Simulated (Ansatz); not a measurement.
**ZnBr2 in the fluorite structure (space group Fm-3m, No. 225; a hypothetical phase, not in the database extracts checked)**

```xyz
3
Lattice="0.0000 3.3457 3.3457 3.3457 0.0000 3.3457 3.3457 3.3457 0.0000" Properties=species:S:1:pos:R:3 pbc="T T T"
Zn     0.0000     0.0000     0.0000
Br     1.6729     1.6729     1.6729
Br     5.0186     5.0186     5.0186
```

Computed with Ansatz (an electronic-structure program), r2SCAN, PAW, cutoff 500 eV, no spin-orbit coupling. k-mesh 9×9×9 (Γ-centred); smearing 0.05 eV (Fermi–Dirac).

| Quantity | Result |
|---|---|
| Volume per atom | 24.97 Å³ |
| Density | 4.99 g/cm³ |
| Band gap | 0.19 eV, indirect, X → Γ |
| Electron mass | 0.12 mₑ |
| Lowest conduction-band minima above the VBM | Γ 0.19 eV; X along ⟨100⟩ 1.37 eV |
| Total energy | -2970.881 eV/atom (σ→0; compares only within this code and set-up) |

Masses are band curvatures over ±0.01 Å⁻¹ around the edge. Stability against distortions was not tested. The zero or small gap of ZnBr2 can change with the level of theory.
